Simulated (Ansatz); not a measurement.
On Si (110, Si face) the hole barrier is 0.19 eV under TaN-rs (110) and 0.51 eV under W (110).

Plane-wave PAW runs of Ansatz (a quantum-chemistry and plane-wave program) at PBE, 420 eV, without spin–orbit coupling and spin-polarised for magnetic metals alone: periodic stacks cut from bulk faces, the metal strained to the host, one local minimum each, barriers from the potential line-up.

### Question
By thermionic emission alone, how do the saturation currents of the two p-type contacts compare at 300 K (kT = 25.85 meV)?

### Answer
J0 = A* T² exp(−φ/kT) with one A* for the host, so the ratio is exp[(0.51 − 0.19) / 0.02585] = exp(12.4), about 10^5.4 in favour of TaN-rs. An error of 0.1 eV in either barrier moves this by a factor of about 50, and tunnelling and image lowering are left out.
